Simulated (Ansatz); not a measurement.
Consider MoSe$_{2}$ (space group P6_3/mmc, No. 194; a = 3.228 Å, c = 12.347 Å; layered, stacked along the Cartesian z axis).

Computed with PBEsol-D3(BJ) in Ansatz (plane waves to 420 eV, PAW, no spin-orbit coupling).

```
level          band gap  lattice parameter a  lattice parameter c
-------------  --------  -------------------  -------------------
PBEsol-D3(BJ)   0.54 eV              3.228 Å             12.347 Å
```

Measured: band gap 1.09 eV (room temperature; as listed in Carlos M. O. Bastos et al., Physical Review Materials (2019)); lattice parameter a 3.289 Å (room temperature; as listed in arXiv:1605.07067); lattice parameter c 12.927 Å (room temperature; as listed in arXiv:1605.07067).

Computed minus measured — band gap: PBEsol-D3(BJ) -0.55 eV; lattice parameter a: PBEsol-D3(BJ) -1.9 %; lattice parameter c: PBEsol-D3(BJ) -4.5 %. Measured values not marked as corrected hold thermal and zero-point effects that the static-lattice runs lack. A measured gap can be an optical one, lowered by exciton binding. Levels without spin-orbit coupling miss its effect on the gap.

Stability against distortions was not tested.

Ansatz is a first-principles code.
